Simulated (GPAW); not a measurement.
# Worked example: self-consistent single point of Mg14ZnBi (P-6m2, 16 atoms in the cell) in GPAW

Method: GPAW 25.7.0 with PBEsol, LCAO dzp, GPAW PAW datasets PBEsol (made by gpaw-setup).

Input as run:

```python
from ase import Atoms
from gpaw import GPAW

atoms = Atoms(['Mg', 'Mg', 'Mg', 'Mg', 'Mg', 'Mg', 'Mg', 'Mg', 'Mg', 'Mg', 'Mg', 'Mg', 'Mg', 'Mg', 'Zn', 'Bi'],
              cell=[[6.385640, 0.000000, 0.000000],
                    [-3.192820, 5.530126, 0.000000],
                    [0.000000, 0.000000, 10.401630]],
              positions=[[4.782956, 2.761441, 0.000000],
                         [3.192820, 0.007244, 0.000000],
                         [1.602684, 2.761441, 0.000000],
                         [4.787650, 2.764151, 5.200815],
                         [3.192820, 0.001825, 5.200815],
                         [1.597990, 2.764151, 5.200815],
                         [-1.582298, 4.600291, 2.503152],
                         [1.582298, 4.600291, 7.898478],
                         [-0.000000, 1.859671, 2.503152],
                         [-1.582298, 4.600291, 7.898478],
                         [1.582298, 4.600291, 2.503152],
                         [-0.000000, 1.859671, 7.898478],
                         [3.192823, 1.843373, 2.593542],
                         [3.192823, 1.843373, 7.808088],
                         [0.000000, 0.000000, 0.000000],
                         [0.000000, 0.000000, 5.200815]],
              pbc=True)

calc = GPAW(mode='lcao',
            h=0.2,
            basis='dzp',
            xc='PBEsol',
            kpts={'size': (3, 3, 2), 'gamma': True},
            occupations={'name': 'marzari-vanderbilt', 'width': 0.1},
            convergence={'density': 1e-05, 'energy': 1e-05},
            symmetry={'symmorphic': False, 'tolerance': 0.0005},
            maxiter=100,
            txt='-')

atoms.calc = calc

energy = atoms.get_potential_energy()
print('Energy (eV):', round(energy, 6))
forces = atoms.get_forces()
print('Forces (eV/Ang):')
print(forces.round(5))
```

Output (repeated stretches shortened):

```
Input parameters:
  basis: dzp
  convergence: {density: 1e-05,
                energy: 1e-05}
  h: 0.2
  kpts: {gamma: True,
         size: (3, 3, 2)}
  maxiter: 100
  mode: lcao
  occupations: {name: marzari-vanderbilt,
                width: 0.1}
  symmetry: {symmorphic: False,
             tolerance: 0.0005}
  xc: PBEsol

species:
  Mg:
    name: Magnesium
    Z: 12.0
    valence: 10
    core: 2
    charge: 0.0
    file: Mg.PBEsol.gz

    # LCAO basis set for Mg:
    #   Name: dzp
    #   File: Mg.dzp.basis.gz
    #   Number of radial functions: 9
    #   Number of spherical harmonics: 19
    #     l=0, rc=2.7969 Bohr: 2s-sz confined orbital
    #     l=0, rc=9.2344 Bohr: 3s-sz confined orbital
    #     l=1, rc=3.1406 Bohr: 2p-sz confined orbital
    #     l=1, rc=12.7188 Bohr: 3p-sz confined orbital
    #     l=0, rc=1.8125 Bohr: 2s-dz split-valence wave
    #     l=0, rc=5.5156 Bohr: 3s-dz split-valence wave
    #     l=1, rc=2.0938 Bohr: 2p-dz split-valence wave
    #     l=1, rc=7.7969 Bohr: 3p-dz split-valence wave
    #     l=1, rc=9.2344 Bohr: p-type Gaussian polarization
    #   Number of RI-basis functions 0

  Zn:
    name: Zinc
    Z: 30.0
    valence: 12
    core: 18
    charge: 0.0
    file: Zn.PBEsol.gz

    # LCAO basis set for Zn:
    #   Name: dzp
    #   File: Zn.dzp.basis.gz
    #   Number of radial functions: 7
    #   Number of spherical harmonics: 21
    #     l=0, rc=8.1562 Bohr: 4s-sz confined orbital
    #     l=1, rc=12.4062 Bohr: 4p-sz confined orbital
    #     l=2, rc=4.3594 Bohr: 3d-sz confined orbital
    #     l=0, rc=4.7188 Bohr: 4s-dz split-valence wave
    #     l=1, rc=7.4844 Bohr: 4p-dz split-valence wave
    #     l=2, rc=2.8125 Bohr: 3d-dz split-valence wave
    #     l=1, rc=8.1562 Bohr: p-type Gaussian polarization
    #   Number of RI-basis functions 0

  Bi:
    name: Bismuth
    Z: 83.0
    valence: 15
    core: 68
    charge: 0.0
    file: Bi.PBEsol.gz

   [... lines left out ...]
   5 Mg     1.597990    2.764151    5.200815    ( 0.0000,  0.0000,  0.0000)
   6 Mg    -1.582298    4.600291    2.503152    ( 0.0000,  0.0000,  0.0000)
   7 Mg     1.582298    4.600291    7.898478    ( 0.0000,  0.0000,  0.0000)
   8 Mg    -0.000000    1.859671    2.503152    ( 0.0000,  0.0000,  0.0000)
   9 Mg    -1.582298    4.600291    7.898478    ( 0.0000,  0.0000,  0.0000)
  10 Mg     1.582298    4.600291    2.503152    ( 0.0000,  0.0000,  0.0000)
  11 Mg    -0.000000    1.859671    7.898478    ( 0.0000,  0.0000,  0.0000)
  12 Mg     3.192823    1.843373    2.593542    ( 0.0000,  0.0000,  0.0000)
  13 Mg     3.192823    1.843373    7.808088    ( 0.0000,  0.0000,  0.0000)
  14 Zn     0.000000    0.000000    0.000000    ( 0.0000,  0.0000,  0.0000)
  15 Bi     0.000000    0.000000    5.200815    ( 0.0000,  0.0000,  0.0000)

Unit cell:
           periodic     x           y           z      points  spacing
  1. axis:    yes    6.385640    0.000000    0.000000    28     0.1975
  2. axis:    yes   -3.192820    5.530126    0.000000    28     0.1975
  3. axis:    yes    0.000000    0.000000   10.401630    52     0.2000

  Lengths:   6.385640   6.385640  10.401630
  Angles:   90.000000  90.000000 120.000002

Effective grid spacing dv^(1/3) = 0.2081
     iter     time        total  log10-change:
                         energy   eigst   dens
iter:   1 --:--:--   -28.594995        c
iter:   2 --:--:--   -28.467608        c -1.53
iter:   3 --:--:--   -28.319799        c -1.56
iter:   4 --:--:--   -28.378378        c -1.69
iter:   5 --:--:--   -28.339741        c -2.35
iter:   6 --:--:--   -28.228150        c -2.58
iter:   7 --:--:--   -28.224955        c -2.94
iter:   8 --:--:--   -28.206904        c -2.98
iter:   9 --:--:--   -28.206736        c -3.43
iter:  10 --:--:--   -28.206138c       c -3.46
iter:  11 --:--:--   -28.206138c       c -3.93
iter:  12 --:--:--   -28.206089c       c -4.05
iter:  13 --:--:--   -28.206050c       c -4.20
iter:  14 --:--:--   -28.206038c       c -4.26
iter:  15 --:--:--   -28.206033c       c -4.34
iter:  16 --:--:--   -28.206025c       c -4.40
iter:  17 --:--:--   -28.206009c       c -4.45
iter:  18 --:--:--   -28.206008c       c -4.70
iter:  19 --:--:--   -28.206007c       c -4.77
iter:  20 --:--:--   -28.206007c       c -4.90
iter:  21 --:--:--   -28.206007c       c -5.06c
Converged after 21 iterations.

Dipole moment: (-14.932157, 3.095469, -7.361692) |e|*Ang

Energy contributions relative to reference atoms: (reference = -709644.236478)

Kinetic:        +45.850514
Potential:      -20.222971
External:        +0.000000
XC:             -53.979303
Entropy (-ST):   -0.008959
Local:           +0.154712
SIC:             +0.000000
--------------------------
Free energy:    -28.206007
Extrapolated:   -28.206007

Showing only first 2 kpts
 Kpt  Band  Eigenvalues  Occupancy
  0    81      2.87900    2.00000
  0    82      2.87904    2.00000
  0    83      2.93708    2.00000
  0    84      3.57196    2.00000

  1    81      2.23195    2.00000
  1    82      3.39603    2.00000
  1    83      3.62201    2.00002
  1    84      4.68014    0.00000

Fermi level: 4.01771

No gap
No difference between direct/indirect transitions
Energy (eV): -28.206007

Forces in eV/Ang:
  0 Mg   -0.05666   -0.03271    0.00000
  1 Mg    0.00000    0.06542    0.00000
  2 Mg    0.05666   -0.03271    0.00000
  3 Mg    0.02018    0.01165    0.00000
  4 Mg   -0.00000   -0.02331    0.00000
  5 Mg   -0.02018    0.01165    0.00000
  6 Mg   -0.12193    0.07040    0.09005
  7 Mg    0.12193    0.07040   -0.09005
  8 Mg    0.00000   -0.14080    0.09005
  9 Mg   -0.12193    0.07040   -0.09005
 10 Mg    0.12193    0.07040    0.09005
 11 Mg    0.00000   -0.14080   -0.09005
 12 Mg   -0.00000   -0.00000    0.10124
 13 Mg    0.00000   -0.00000   -0.10124
 14 Zn   -0.00000    0.00000    0.00000
 15 Bi    0.00000    0.00000    0.00000
```

The run converged in 21 iterations.

The starting cell comes from a database of computed structures (which also holds hypothetical and non-ambient phases and stackings), without a prior relaxation at this level. Values carry the incompleteness of an atom-centred basis.

Cost on one core of a shared machine: roughly 20 min.
